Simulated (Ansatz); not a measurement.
The reference is Si in the diamond structure (space group Fd-3m, No. 227; a = 5.4336 Å).

Structures relaxed with PBEsol/PAW in Ansatz (a first-principles code), no spin-orbit coupling, earlier PAW set.

Base:

Simulated powder pattern, Cu Kα1, λ = 1.54056 Å (kinematic, ideal powder, no thermal factors, no anomalous dispersion; the 8 strongest lines at most, above 2 %, up to 2θ = 90°):

| 2θ (°) | I/Imax (%) | hkl |
|---|---|---|
| 28.43 | 100 | (111) |
| 47.28 | 67 | (220) |
| 56.09 | 40 | (311) |
| 69.09 | 11 | (400) |
| 76.33 | 16 | (331) |
| 87.97 | 23 | (422) |

Now apply this change: every Si is replaced by Ti; the structure is relaxed again.

After the change:

Simulated powder pattern, Cu Kα1, λ = 1.54056 Å (kinematic, ideal powder, no thermal factors, no anomalous dispersion; the 8 strongest lines at most, above 2 %, up to 2θ = 90°):

```json
[
 {"2θ (°)": "27.98", "I/Imax (%)": "100", "hkl": "(111)"},
 {"2θ (°)": "46.50", "I/Imax (%)": "67", "hkl": "(220)"},
 {"2θ (°)": "55.15", "I/Imax (%)": "38", "hkl": "(311)"},
 {"2θ (°)": "67.88", "I/Imax (%)": "9.5", "hkl": "(400)"},
 {"2θ (°)": "74.95", "I/Imax (%)": "14", "hkl": "(331)"},
 {"2θ (°)": "86.28", "I/Imax (%)": "19", "hkl": "(422)"}
]
```

The indices refer to each structure's own conventional cell; one index is shown for lines that coincide.

Whether these cells are dynamically stable was not tested. As relaxed here, Ti is a hypothetical phase, not in the database extracts checked. The final runs are not spin-polarised. Ti has a high density of states at the Fermi level and may be magnetic at this level.
